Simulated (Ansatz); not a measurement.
# Effect of uniaxial strain ε_zz = −0.60 % on SiO2

Consider SiO₂ in the rutile structure (space group P4_2/mnm, No. 136; a = 4.195 Å, c = 2.678 Å). Axes: x, y, z lie along a, b, c of the conventional cell.

One thing is altered: the cell is compressed by 0.60 % along z with no lateral relaxation; the atoms relax in the strained cell.

Method: Ansatz (a program for electronic structure), PBEsol, PAW, cutoff 420 eV, without spin-orbit coupling. k-mesh 8×8×12 (Γ-centred); smearing 0.05 eV (Fermi–Dirac).

The shortest interatomic distance decreases by 0.0061 Å (1.766 Å → 1.759 Å) and the energy increases by 0.6 meV/atom. The band gap goes up by 0.13 eV (5.35 eV → 5.48 eV) and the gap character remains direct at Γ. The electron mass changes from 0.37 mₑ along c, 0.47 mₑ across (at Γ) to 0.38 mₑ along z, 0.48 mₑ across (at Γ) and the hole mass becomes 1.8 mₑ along z, 1.1 mₑ across (at Γ) (base: 1.8 mₑ along c, 1.1 mₑ across (at Γ)). The valence-band top at Γ (three highest levels, from the VBM) changes from 0.00, -0.88, -0.88 eV to 0.00, -0.89, -0.89 eV and the stress (xx, yy, zz, yz, xz, xy; compression positive) amounts to (1.15, 1.15, 4.37, 0.00, 0.00, 0.00) GPa.

Cost of the whole job for the changed cell (relaxation, final SCF and bands): roughly 21 core-seconds.

Effective masses come from finite differences of ±0.01 Å⁻¹. Whether these cells are dynamically stable was not tested.
